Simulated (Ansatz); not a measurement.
**rocksalt YN (Fm-3m) under hydrostatic pressure**

Cell and atoms are relaxed with r2SCAN to each stress (compression positive); bands and masses by r2SCAN with spin-orbit coupling, rigid bands (plane waves, PAW; Ansatz, an electronic-structure program).

YN has the cubic space group Fm-3m (No. 225), the rock salt structure, Pearson symbol cF8. Lattice parameters: a = 4.8957 Å, b = 4.8957 Å, c = 4.8957 Å, α = 90.00°, β = 90.00°, γ = 90.00°. Y on 4a sees 6 N at 2.448 Å (octahedral). N on 4b is surrounded by 6 Y at 2.448 Å (octahedral). (Neighbours: up to the widest gap in distance over summed covalent radii, below 1.35, at either atom; cation-cation and far metal-metal contacts left out.)
(The calculation used a cell of 2 atoms; values per cell refer to that cell.)

```csv
stress (GPa),ln(V/V₀) (%),gap (eV),mean mₑ*
-2.00,1.21,0.584,0.23
0,0,0.564,0.23
2.00,-1.15,0.545,0.22
5.00,-2.78,0.516,0.21
10.00,-5.28,0.469,0.20
```

 Masses are conductivity masses at 300 K in electron masses, harmonic means over x, y and z.

Question: Estimate the bulk modulus from the two loads next to zero.

Answer: B ≈ −Δp/Δln V = 4.00 GPa/2.36 % = 169 GPa (r2SCAN), a mean over this interval.

Question: How fast does the gap move on either side of zero load?

Answer: Under tension, (0.584 − 0.564) eV over -2.00 GPa = -10 meV/GPa, or about 1.7 eV per unit ln V; under compression, (0.516 − 0.564) eV over 5.00 GPa = -10 meV/GPa, or about 1.7 eV per unit ln V. The two slopes part by 0 meV/GPa; gaps are resolved to about 0.01 eV, which allows 7 meV/GPa, so these rows don't tell them apart.

Masses are those of dilute carriers in rigid bands with one relaxation time, without polarons. Third decimals of gaps are kept for the arithmetic. Every relaxation keeps the rocksalt phase (space group Fm-3m under this load), so a transition, a distortion that breaks the symmetry or fracture can't show.
